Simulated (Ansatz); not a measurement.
# CsBr in the zinc blende structure (space group F-43m, No. 216; a hypothetical phase, not in the database extracts checked)

```yaml
crystal:
  lattice:
    - [0.00000, 4.08241, 4.08241]
    - [4.08241, 0.00000, 4.08241]
    - [4.08241, 4.08241, 0.00000]
  atoms:
    - { symbol: Br, position: [0.75000, 0.75000, 0.75000] }
    - { symbol: Cs, position: [0.00000, 0.00000, 0.00000] }
```

Calculations: r2SCAN (Ansatz, a program for electronic structure, PAW, without spin-orbit coupling). Γ-centred 7×7×7 mesh, Fermi–Dirac width 0.05 eV.

| Property | Result |
|---|---|
| Volume per atom | 68.04 Å³ |
| Density | 2.60 g/cm³ |
| Band gap | 4.56 eV, indirect, W → Γ |
| Electron mass | 0.51 mₑ |
| Lowest conduction-band minima above the VBM | Γ 4.56 eV |
| Total energy | -4241.283 eV/atom (σ→0; compares only within this code and set-up) |

Effective masses come from finite differences of ±0.01 Å⁻¹. No phonon test of stability was made.
